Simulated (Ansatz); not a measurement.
Start from SiC in the wurtzite structure (space group P6_3mc, No. 186; a = 3.0919 Å, c = 5.0742 Å).

Structures relaxed with DFT with PBE, PAW potentials and a 420 eV plane-wave cutoff in Ansatz (a program for electronic structure), spin-orbit coupling left out, earlier PAW set.

Base:

Simulated powder pattern, Cu Kα1, λ = 1.54056 Å (kinematic, ideal powder, no thermal factors, no anomalous dispersion; the 10 strongest lines at most, above 2 %, up to 2θ = 90°):

```csv
2θ (°),I/Imax (%),hkl
33.44,74,(100)
35.35,51,(002)
37.96,100,(101)
49.45,27,(102)
59.77,46,(110)
65.18,47,(103)
70.25,6.9,(200)
71.39,35,(112)
73.03,16,(201)
81.16,6.2,(202)
```

Now apply this change: an isotropic linear strain of −0.57 %, atoms relaxed at fixed cell.

Q: Where do the lines fall after the change?

A: 
Simulated powder pattern, Cu Kα1, λ = 1.54056 Å (kinematic, ideal powder, no thermal factors, no anomalous dispersion; the 10 strongest lines at most, above 2 %, up to 2θ = 90°):

```
2θ (°)  I/Imax (%)    hkl
------  ----------  -----
33.63           74  (100)
35.56           51  (002)
38.19          100  (101)
49.75           27  (102)
60.15           46  (110)
65.60           47  (103)
70.71          6.9  (200)
71.86           35  (112)
73.52           16  (201)
81.73          6.2  (202)
```

The indices refer to the base's conventional cell; one index is shown for lines that coincide.

No phonon test of stability was made.
